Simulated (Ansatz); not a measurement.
The parent structure is TiO2 in the anatase structure (space group I4_1/amd, No. 141; a = 3.739 Å, c = 9.455 Å). Axes: x, y, z lie along a, b, c of the conventional cell.

The values are results of Ansatz (an electronic-structure program), LDA, PAW, cutoff 420 eV, spin-orbit coupling left out, not measurements.

One thing is altered: the cell is compressed by 0.60 % along x with no lateral relaxation, atoms relaxed at fixed cell.

Question: Predict the stress tensor and what it implies for the stiffness.

Answer: Stress of the strained cell less that of the base (GPa, compression positive):
```
   2.38    0.00    0.00
   0.00    1.01    0.00
   0.00    0.00    1.00
```

Then −Δσ_ii/ε with ε = -0.0060 gives relaxed-ion elastic constants: C11 ≈ 396 GPa, C12 ≈ 169 GPa and C13 ≈ 167 GPa.

Stability against distortions was not tested. All final runs are without spin polarisation.
